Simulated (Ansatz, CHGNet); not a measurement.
For CdS (model structure, started from the h-BN type, P6₃/mmc, No. 194, 4 atoms in the cell), the machine-learned potential CHGNet-r²SCAN (trained on r²SCAN data) gives:

```
Item                  Result
-------------------  -------
lattice constant a   4.413 Å
lattice parameter c  5.752 Å
```

Problem. What does r²SCAN in Ansatz (PAW) give for the same quantities?

Solution. 
- lattice constant a: 4.409 Å (drops by 0.1 %)
- lattice parameter c: 5.747 Å (falls by 0.1 %)

Changes are worked out from the printed values.

Unless a cell is named, each level is at its own relaxed cell (CHGNet-r²SCAN 24.25, r²SCAN 24.18 Å³/atom).

Caveats: the cell moved over 20 % in volume from its start (CHGNet-r²SCAN). Ansatz's density-functional and Hartree–Fock values are scalar-relativistic unless marked +SOC, with PAW data made under PBE.

A model structure was made by putting elements into a prototype or built by hand; it is no filed structure, need not be a known phase, and can be a saddle point held by its symmetry.

Ansatz is a program for electronic structure.
